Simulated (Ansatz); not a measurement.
## hypothetical diamond La with two functionals, strain tensor (xx, yy, zz, yz, xz, xy) = (−0.71, +0.21, +2.04, −0.47, +0.45, −0.24) %

Consider La in the diamond structure (space group Fd-3m, No. 227; a = 6.688 Å; a hypothetical phase, not in the database extracts checked; relaxed with 0.1 eV smearing). Axes: x, y, z lie along the cube axes.

(Cell as relaxed with PBE.)

Levels (all Ansatz, a program for electronic structure, PAW): PBE (420 eV, no SOC); PBEsol (420 eV, no spin-orbit coupling).

Each level relaxes its own structure.

```json
[
 {"base": "volume per atom", "PBE": "37.39 Å³", "PBEsol": "35.43 Å³"},
 {"base": "lattice parameter a", "PBE": "668.8 pm", "PBEsol": "656.9 pm"},
 {"base": "band gap", "PBE": "zero", "PBEsol": "zero"}
]
```

Now apply this change: the symmetric strain tensor [-0.0071 -0.0024 0.0045; -0.0024 0.0021 -0.0046; 0.0045 -0.0046 0.0204], atoms relaxed at fixed cell.

| quantity | PBE | PBEsol |
|---|---|---|
| stress (xx, yy, zz, yz, xz, xy; compression positive) | (-0.7, -0.6, -0.5, -0.1, 0.1, 0.0) GPa | [?] |
| energy relative to the base (free energy F) | +0.7 meV/atom | [?] |
| shortest interatomic distance | 290.7 pm | [?] |
| band gap | zero | [?] |

Task: Predict the PBEsol column.

Result: 
- stress (xx, yy, zz, yz, xz, xy; compression positive), PBEsol: (-0.8, -0.8, -0.7, -0.1, 0.1, 0.0) GPa
- energy relative to the base (free energy F), PBEsol: +1.1 meV/atom
- shortest interatomic distance, PBEsol: 285.5 pm
- band gap, PBEsol: zero

PBE's energy relative to the base lies 0.4 meV/atom below PBEsol's; PBE's shortest interatomic distance lies 5.15 pm above PBEsol's (1.8 %); the two agree on the band gap. Neither level is exact; PBEsol is the comparison here, not a measurement.

No phonon test of stability was made.
